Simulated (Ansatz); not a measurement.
Si (diamond structure), cut as (111) film, 12 layers, ended by OH. Cell contents Si12O2H2; atoms relaxed. k-points: Γ-centred 8×8×1 mesh; occupations: Fermi-Dirac, 0.020 eV; spin polarisation not allowed. Spin-orbit coupling is left out.

 The in-plane lattice is held at the bulk value.

**Question.** What is the computed electronic structure (gap or metallic character) (PBE in Ansatz, a first-principles code)?

**Answer.** 
| Item | Result |
|---|---|
| electronic character | not metallic |
| Kohn-Sham band gap | 0.73 eV |
| character of the gap on the mesh and a band path of the cell's zone | indirect (the cell's symmetry is low, so an edge off the path may lie nearer) |
| k-point of the valence-band top (reciprocal lattice units) | (0.000, 0.000, 0.000) |
| k-point of the conduction-band bottom (reciprocal lattice units) | (0.444, 0.000, 0.000) |
| weight of the highest filled level on the outer atoms and the ending | 0.27 |
| weight of the lowest empty level on the outer atoms and the ending | 0.06 |
| change of bonding against the cut | none |
| number of neighbours within 2.841 Å (ending not counted) | 3 for 2 atoms, 4 for 10 atoms |
| mean Si-Si distance (least to greatest) | 2.367 Å (2.358 to 2.369) |
